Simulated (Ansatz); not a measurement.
Consider the following.

```yaml
crystal:
  lattice:
    - [-2.77901, 2.77901, 5.54709]
    - [2.77901, -2.77901, 5.54709]
    - [2.77901, 2.77901, -5.54709]
  atoms:
    - { symbol: Cu, position: [0.00000, 0.00000, 0.00000] }
    - { symbol: Cu, position: [0.75000, 0.25000, 0.50000] }
    - { symbol: Zn, position: [0.25000, 0.75000, 0.50000] }
    - { symbol: Ti, position: [0.50000, 0.50000, 0.00000] }
    - { symbol: Se, position: [0.63160, 0.62315, 0.50336] }
    - { symbol: Se, position: [0.11980, 0.12824, 0.49664] }
    - { symbol: Se, position: [0.37685, 0.88020, 0.00845] }
    - { symbol: Se, position: [0.87176, 0.36840, 0.99155] }
```

No spin polarisation.

Method: Kohn–Sham DFT with the PBEsol functional, run in Ansatz (an electronic-structure program) with PAW and 420 eV plane waves, no spin-orbit coupling, earlier PAW set. Γ-centred 8×8×8 mesh, Fermi–Dirac width 0.05 eV.

Problem. Predict the gap character, band gap, smallest direct gap and electron mass.

Solution. The gap character is indirect, X → M, the band gap is 0.55 eV and the smallest direct gap is 0.91 eV. The electron mass is 0.45 mₑ along k, 0.98 mₑ across (at M).

Effective masses come from finite differences of ±0.01 Å⁻¹. Along k means along the line from Γ to the band edge. Whether these cells are dynamically stable was not tested. All final runs are without spin polarisation. The cell was made from ZnCu2SnSe4 by this change: Sn → Ti; the result is a hypothetical phase, not in the database extracts checked.
